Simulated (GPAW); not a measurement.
## A self-consistent single point of MgS (C2/c, 4 atoms in the cell) with GPAW

Method: PBE, GPAW PAW datasets PBE (gpaw-data 1.0.1) (plane waves; GPAW).

Input:

```python
from ase import Atoms
from ase.units import GPa
from gpaw import GPAW

atoms = Atoms(['Mg', 'Mg', 'S', 'S'],
              cell=[[3.158040, -2.307850, 0.000000],
                    [3.158040, 2.307850, 0.000000],
                    [-1.146253, 0.000000, 6.820485]],
              positions=[[1.579020, 1.153925, 0.000000],
                         [1.005893, -1.153925, 3.410242],
                         [2.871477, -0.376641, 1.705121],
                         [2.298350, 0.376641, 5.115364]],
              pbc=True)

calc = GPAW(mode={'name': 'pw', 'ecut': 400},
            xc='PBE',
            kpts={'size': (6, 6, 4), 'gamma': True},
            occupations={'name': 'fermi-dirac', 'width': 0.1},
            nbands=-8,
            symmetry={'symmorphic': False, 'tolerance': 0.0005},
            maxiter=120)

atoms.calc = calc

energy = atoms.get_potential_energy()
print('Energy (eV):', round(energy, 6))
forces = atoms.get_forces()
print('Forces (eV/Ang):')
print(forces.round(5))
stress = atoms.get_stress()
print('Stress (GPa, Voigt):', (stress / GPa).round(4))
```

Output (repeated stretches shortened):

```
Input parameters:
  kpts: {gamma: True,
         size: (6, 6, 4)}
  maxiter: 120
  mode: {ecut: 400,
         name: pw}
  nbands: -8
  occupations: {name: fermi-dirac,
                width: 0.1}
  symmetry: {symmorphic: False,
             tolerance: 0.0005}
  xc: PBE

species:
  Mg:
    name: Magnesium
    Z: 12.0
    valence: 10
    core: 2
    charge: 0.0
    file: Mg.PBE.gz

    # Using partial waves for Mg as LCAO basis

  S:
    name: Sulfur
    Z: 16.0
    valence: 6
    core: 10
    charge: 0.0
    file: S.PBE.gz

    # Using partial waves for S as LCAO basis

Reference energy: -32614.529572  # eV

Spin-paired calculation

Convergence criteria:
 Maximum [total energy] change in last 3 cyles: 0.0005 eV / valence electron
 Maximum integral of absolute [dens]ity change: 0.0001 electrons / valence electron
 Maximum integral of absolute [eigenst]ate change: 4e-08 eV^2 / valence electron
 Maximum number of scf [iter]ations: 120

Symmetries present (total): 4
Symmetries with fractional translations: 2
144 k-points: 6 x 6 x 4 Monkhorst-Pack grid + [1/12,1/12,1/8]
47 k-points in the irreducible part of the Brillouin zone
       k-points in crystal coordinates                weights
   0:     0.00000000    0.00000000    0.00000000          1/144
   1:     0.00000000    0.00000000    0.25000000          2/144
   2:     0.00000000    0.00000000    0.50000000          1/144
   [... 7 lines left out ...]
          ...
  46:     0.50000000    0.50000000    0.50000000          1/144

Wave functions: Plane wave expansion
  Cutoff energy: 400.000 eV
  Number of coefficients (min, max): 1784, 1830
  Pulay-stress correction: 0.000000 eV/Ang^3 (de/decut=0.000000)

Occupation numbers: Fermi-Dirac:
  width: 0.1000  # eV

Eigensolver

Densities:
  Coarse grid: 20*20*32 grid
  Fine grid: 40*40*64 grid
  Total Charge: 0.000000

Density mixing:
  Method: separate
  Backend: pulay
  Linear mixing parameter: 0.05
  old densities: 5
  Damping of long wavelength oscillations: 50

Hamiltonian:
  XC and Coulomb potentials evaluated on a 40*40*64 grid
  External potential:
    NoExternalPotential

XC parameters: PBE with 2 nearest neighbor stencil

Number of atoms: 4
Number of atomic orbitals: 24
Number of bands in calculation: 24
Number of valence electrons: 32
Bands to converge: occupied

Density initialized from atomic densities
  24 bands from LCAO basis set

Atomic positions and initial magnetic moments

Positions:
   0 Mg     1.579020    1.153925    0.000000    ( 0.0000,  0.0000,  0.0000)
   1 Mg     1.005893   -1.153925    3.410242    ( 0.0000,  0.0000,  0.0000)
   2 S      2.871477   -0.376641    1.705121    ( 0.0000,  0.0000,  0.0000)
   3 S      2.298350    0.376641    5.115364    ( 0.0000,  0.0000,  0.0000)

Unit cell:
           periodic     x           y           z      points  spacing
  1. axis:    yes    3.158040   -2.307850    0.000000    20     0.1854
  2. axis:    yes    3.158040    2.307850    0.000000    20     0.1854
  3. axis:    yes   -1.146253    0.000000    6.820485    32     0.2131

  Lengths:   3.911443   3.911443   6.916134
  Angles:   97.689976  97.689976  72.317590

Effective grid spacing dv^(1/3) = 0.1980

     iter     time        total  log10-change:
                         energy   eigst   dens
iter:   1 --:--:--   -16.877863
iter:   2 --:--:--   -16.628764   -0.90  -1.03
iter:   3 --:--:--   -15.681259   -0.95  -1.07
iter:   4 --:--:--   -15.676847   -1.71  -1.43
iter:   5 --:--:--   -15.715989   -2.14  -1.48
iter:   6 --:--:--   -15.680441   -2.45  -1.87
iter:   7 --:--:--   -15.682735   -3.39  -2.65
iter:   8 --:--:--   -15.680096c  -3.89  -2.49
iter:   9 --:--:--   -15.680124c  -4.95  -3.16
iter:  10 --:--:--   -15.680125c  -5.30  -3.21
iter:  11 --:--:--   -15.680142c  -6.03  -3.29
iter:  12 --:--:--   -15.680133c  -5.95  -3.36
iter:  13 --:--:--   -15.680129c  -6.35  -3.78
iter:  14 --:--:--   -15.680129c  -7.03  -3.99
iter:  15 --:--:--   -15.680129c  -7.03  -4.04c
iter:  16 --:--:--   -15.680128c  -8.00c -4.37c

Converged after 16 iterations.

Dipole moment: (0.000004, 0.000004, -0.000001) |e|*Ang

Energy contributions relative to reference atoms: (reference = -32614.529572)

Kinetic:         -1.981692
Potential:       +1.037945
External:        +0.000000
XC:             -14.766097
Entropy (-ST):   -0.000087
Local:           +0.029759
SIC:             +0.000000
--------------------------
Free energy:    -15.680172
Extrapolated:   -15.680128

Showing only first 2 kpts
 Kpt  Band  Eigenvalues  Occupancy
  0    14      1.79921    1.99996
  0    15      1.88828    1.99990
  0    16      3.44155    0.00721
  0    17      6.53891    0.00000

  1    14      1.72664    1.99998
  1    15      1.76963    1.99997
  1    16      4.11612    0.00001
  1    17      5.83527    0.00000

Fermi level: 2.87933

Gap: 1.396 eV
Transition (v -> c):
  (s=0, k=44, n=15, [0.50, 0.50, 0.00]) -> (s=0, k=0, n=16, [0.00, 0.00, 0.00])
Direct/indirect transitions are different
Direct gap: 1.553 eV
Transition at: (s=0, k=0, n=15, [0.00, 0.00, 0.00])
Energy (eV): -15.680128

Forces in eV/Ang:
  0 Mg    0.00000    0.00000    0.00000
  1 Mg    0.00000    0.00000    0.00000
  2 S     0.00000   -0.12047    0.00000
  3 S    -0.00000    0.12047    0.00000

Stress tensor:
     0.041532     0.000000    -0.000275
     0.000000     0.047099     0.000000
    -0.000275     0.000000     0.050208
Stress (GPa, Voigt): [ 6.6541  7.5461  8.0442  0.     -0.0441  0.    ]
```

The run converged in 16 iterations. GPAW prints stress with tension positive.

At such cutoffs GPAW's stress carries a finite-basis (Pulay) error, which enters relaxed cells too; its log prints stress with tension positive.

The starting cell was generated: these elements placed on a structure prototype, without a prior relaxation; it need not be a known phase or ordering of this composition. The log's line on a gap gives a spacing of levels on this mesh, which the program prints for metals too.

Cost on one core of a shared machine: roughly 40 s.
